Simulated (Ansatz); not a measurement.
## Ag under a change: isotropic strain −2.50 %

The parent structure is Ag in the fcc (Cu type) structure (space group Fm-3m, No. 225; a = 4.104 Å; relaxed with 0.1 eV smearing).

One thing is altered: every lattice vector is shortened by 2.50 %; the atoms relax in the strained cell.

All numbers come from r2SCAN (Ansatz, a program for electronic structure), without spin-orbit coupling. k-mesh 28×28×28 (Γ-centred); smearing 0.1 eV (Fermi–Dirac).

The volume per atom drops by 1.26 Å³ (17.28 Å³ → 16.02 Å³) and the space group is still Fm-3m (No. 225). The shortest interatomic distance drops by 0.0726 Å (2.902 Å → 2.830 Å) and the energy goes up by 35 meV/atom. The pressure goes from zero to 9.7 GPa and the band gap stays zero.

Whether these cells are dynamically stable was not tested.
